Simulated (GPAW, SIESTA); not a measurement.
A SIESTA input for a self-consistent single point of PtAl2 (Fm-3m, 3 atoms in the cell) (DFT, GGA PBE, numerical atomic orbitals TZP, PseudoDojo PBE standard norm-conserving potentials (rewritten from UPF to PSML)):

```
# files in the folder: Al.psml Pt.psml (PseudoDojo PBE standard)
SystemName  PtAl2
SystemLabel siesta

NumberOfAtoms                3
NumberOfSpecies              2
%block ChemicalSpeciesLabel
  1 13 Al
  2 78 Pt
%endblock ChemicalSpeciesLabel
LatticeConstant              4.019246 Ang
%block LatticeVectors
     0.000000000    0.707106756    0.707106756
     0.707106756    0.000000000    0.707106756
     0.707106756    0.707106756    0.000000000
%endblock LatticeVectors
AtomicCoordinatesFormat      Ang
%block AtomicCoordinatesAndAtomicSpecies
     1.421018000    1.421018000    1.421018000  1
     4.263054000    4.263054000    4.263054000  1
     0.000000000    0.000000000    0.000000000  2
%endblock AtomicCoordinatesAndAtomicSpecies

XC.functional                GGA
XC.authors                   PBE
PAO.BasisSize                TZP
PAO.EnergyShift              0.01 Ry
MeshCutoff                   400 Ry
%block kgrid.MonkhorstPack
   13   0   0  0.0
    0  13   0  0.0
    0   0  13  0.0
%endblock kgrid.MonkhorstPack
OccupationFunction           FD
ElectronicTemperature        0.1 eV

MaxSCFIterations             150
SCF.Mixer.Method             Pulay
SCF.Mixer.Weight             0.1
SCF.Mixer.History            6
SCF.DM.Tolerance             1.0E-04
Diag.ParallelOverK           true
WriteForces                  true
```

Question: Translate this input to GPAW.

Answer: This is the input that was run; spellings and numerical settings could be chosen otherwise.

```python
from ase import Atoms
from ase.units import GPa
from gpaw import GPAW, PW, FermiDirac

atoms = Atoms(['Al', 'Al', 'Pt'],
              cell=[[0.000000, 2.842036, 2.842036],
                    [2.842036, 0.000000, 2.842036],
                    [2.842036, 2.842036, 0.000000]],
              scaled_positions=[[0.250000, 0.250000, 0.250000],
                                [0.750000, 0.750000, 0.750000],
                                [0.000000, 0.000000, 0.000000]],
              pbc=True)

calc = GPAW(mode=PW(550),
            xc='PBE',
            kpts=(13, 13, 13),
            occupations=FermiDirac(0.1),
            nbands=-11,
            convergence={'density': 1e-05, 'energy': 1e-05},
            symmetry={'symmorphic': False, 'tolerance': 0.0005},
            maxiter=120,
            txt='-')

atoms.calc = calc

energy = atoms.get_potential_energy()
print('Energy (eV):', round(energy, 6))
forces = atoms.get_forces()
print('Forces (eV/Ang):')
print(forces.round(5))
stress = atoms.get_stress()
print('Stress (GPa, Voigt):', (stress / GPa).round(4))
```

Basis, cutoffs, solver keys and any potentials are the target program's own. This input uses DFT PBE, plane waves, GPAW PAW datasets PBE (gpaw-data 1.0.1). Both were run: pressure 22.89 GPa in SIESTA and 24.21 in GPAW.

On SIESTA: the starting cell has typed, rounded lattice constants, without a prior relaxation at this level. Its lattice was rescaled by a random factor within 2.5 % of one. For this run, on top of that: lattice scaled by 0.98. Spin polarisation is off. Values carry the incompleteness of an atom-centred basis. With a pressure of about 23 GPa the cell is away from its equilibrium volume at this level.

On GPAW: the starting cell has typed, rounded lattice constants, without a prior relaxation at this level. Its lattice was rescaled by a random factor within 2.5 % of one. For this run, on top of that: lattice scaled by 0.98. Spin polarisation is off. With a pressure of about 24 GPa the cell is away from its equilibrium volume at this level.
